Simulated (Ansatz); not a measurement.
The starting structures come from a database of crystals and need not be the phases stable at ambient conditions.

By PBEsol, the system below comes out a metal.

A figure of merit of an interconnect metal is its ballistic conductance per area.

Given:

```
Cu
1.0
    2.53076     0.00000     0.00000
    0.00000     8.26182     0.00000
    1.26538     0.00000     2.19170
Cu
4
Direct
  0.00000   0.00000   0.00000
  0.00000   0.50000   0.00000
  0.33333   0.75000   0.33333
  0.66667   0.25000   0.66667
```

The cell is taken as given; by PBEsol it stands under a pressure of -2.0 GPa.

The current flows along the normal of the first two printed cell vectors, the (100) plane of the conventional cell. No spin-orbit coupling; the value is a mean over 0.1 eV about the Fermi level.

Predict the ballistic conductance per area from PBEsol run with Ansatz (an electronic-structure program).

1.1 × 10¹⁵ S/m² for both spins.
